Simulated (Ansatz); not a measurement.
Terminations of the (111)B surface of zinc-blende GaP (P plane on top), measured from the surface '2x2 with 3 H on 4 top atoms'. Atoms come from or go to: Al: fcc Al, Ga: alpha gallium, H: ½ H2(g), In: tetragonal indium, Mg: hcp Mg, O: ½ O2(g), Si: silicon. ΔE is the energy of forming the row's surface from that one (negative: more stable at these reservoirs); the vacuum level's shift is aligned on the shared bottom. No zero-point or thermal terms. These are constructed structures in small cells; real faces may alloy, dewet or reconstruct in larger ones, and not all known structures of the face are among them. Slabs of about 13 Å with all that they carry, Fermi-Dirac smearing of 0.025 eV. Bottom of the slabs: H caps. Relaxed from the named starts with such symmetry as they have, on meshes of like density; energies extrapolated to zero smearing; no spin-orbit coupling, no U. Spin-polarised runs, if any, are marked in brackets, and their order is one that fits the cell; the others ran without spin. Where a second, spin-polarised start was run, the lower counts. A dash marks a value that is undefined for that row (no clear gap, or no work function of a gapped slab) or was not read reliably on its mesh.

All values below come from PBE (plane waves to 420 eV, PAW; Ansatz, a program for electronic structure).

```
surface                                                        atoms added per 1x1  ΔE per 1x1 (eV)  slab gap (eV)  shift of the vacuum level (eV)  work function (eV)
-------------------------------------------------------------  -------------------  ---------------  -------------  ------------------------------  ------------------
2x2 In adatom at H3                                              -0.75 H, +0.25 In             0.54           0.36                           -0.06                   –
2x2 Al adatom at H3                                              +0.25 Al, -0.75 H             0.49            ___                            0.16                   –
2x2 with 3 OH on 4 top atoms                                               +0.75 O            -1.54           1.04                            0.11                   –
2x2 Ga adatom at H3                                              +0.25 Ga, -0.75 H             0.54           0.36                            0.23                   –
2x2 Mg adatom at T4 [spin, 0.6 μB a cell]                        -0.75 H, +0.25 Mg             0.47              –                           -0.59                4.07
2x2 with 2 H on 4 top atoms [spin, 1.0 μB a cell]                          -0.25 H              ___              –                            0.36                   –
2x2 In adatom at T4                                              -0.75 H, +0.25 In              ___           0.33                            0.01                   –
2x2 Si adatom at H3 [spin, 0.5 μB a cell]                        -0.75 H, +0.25 Si             0.76              –                            0.62                4.86
2x2 with 3 H on 4 top atoms                                                   none             0.00           1.31                            0.00                   –
relaxed from the ideal P-terminated 1x1 [spin, 0.9 μB a cell]              -0.75 H             0.98              –                            1.15                5.56
2x2 Si adatom at T4 [spin, 1.0 μB a cell]                        -0.75 H, +0.25 Si             0.73           0.33                            0.61                   –
H on every top atom [spin start, no net moment]                            +0.25 H             0.24              –                           -1.26                   –
```

**Question.** Some entries are withheld; supply them.

**Answer.** 
- 2x2 Al adatom at H3, slab gap (eV): 0.39
- 2x2 with 2 H on 4 top atoms [spin, 1.0 μB a cell], ΔE per 1x1 (eV): 0.31
- 2x2 In adatom at T4, ΔE per 1x1 (eV): 0.57
